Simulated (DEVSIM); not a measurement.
System: abrupt Si n-p junction, at 250 K.

```csv
layer (left to right),material,thickness (μm),Nd (cm⁻³),Na (cm⁻³),τn (s),τp (s)
1,Si,0.560,1.7e15,-,2.4e-7,2.4e-7
2,Si,0.430,-,1.8e15,2.4e-7,2.4e-7
```

Left contact: ohmic. Right contact: ohmic. Voltage is applied to the left contact. Recombination: SRH at mid-gap. Mobility is μmin + (μ − μmin)/(1 + (N/Nref)^α).

Constants are typed, rounded textbook-type inputs, not results; the design itself was drawn at random and stands for no fabricated device. Values at 300 K; Nc and Nv go as T^1.5, mobilities as T to minus their exponent, the gap by Varshni's rule with the affinity fixed.

```csv
parameter,Si
gap (eV),1.124
affinity (eV),4.05
permittivity,11.7
Nc (cm⁻³),2.86e19
Nv (cm⁻³),3.1e19
μn (cm²/Vs),1417
μp (cm²/Vs),470
"μn,min",52
"μp,min",45
"Nref,n",9.7e16
"Nref,p",2.2e17
αn,0.68
αp,0.72
T exponent of μn,2.3
T exponent of μp,2.2
Varshni α (eV/K),0.000473
Varshni β (K),636
```

DEVSIM, 1D drift-diffusion, Boltzmann statistics, complete ionisation; no tunnelling, impact ionisation, image-force lowering or self-heating.

Q: Give the dark forward current.

A: 
(V (V), J (A/cm²)): (-0.05, -3.9e-10); (-0.10, -1.9e-9); (-0.20, -5.6e-8); (-0.25, -4.0e-7); (-0.35, -2.8e-5); (-0.40, -0.00025); (-0.45, -0.0022); (-0.55, -0.17); (-0.60, -1.5); (-0.65, -12); (-0.75, -280); (-0.80, -670); (-0.90, -1900); (-0.95, -2600)
